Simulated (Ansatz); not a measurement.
The reference is Ti (space group P6/mmm, No. 191; a = 4.568 Å, c = 2.826 Å; a cell from a computed database, its experimental status unchecked; relaxed with 0.1 eV smearing). Axes: x lies along a and z along c of the hexagonal cell.

Calculations: r2SCAN in Ansatz (plane waves to 500 eV, PAW, no spin-orbit coupling), earlier PAW set.

Perturbation: a pure shear with ε_xz = ε_zx = 0.0104, atoms relaxed at fixed cell.

Question: Predict the stress tensor and what it implies for the stiffness.

Answer: Stress of the strained cell less that of the base (GPa, compression positive):
```
    0.0     0.0    -1.3
    0.0     0.0     0.0
   -1.3     0.0     0.0
```

Then −Δσ/γ with γ = 2ε = 0.0208 gives relaxed-ion elastic constants: C55 ≈ 63 GPa.

No phonon test of stability was made. The final runs are not spin-polarised. This is not the structure that Ti has at room temperature and ambient pressure.

Ansatz is a first-principles code.
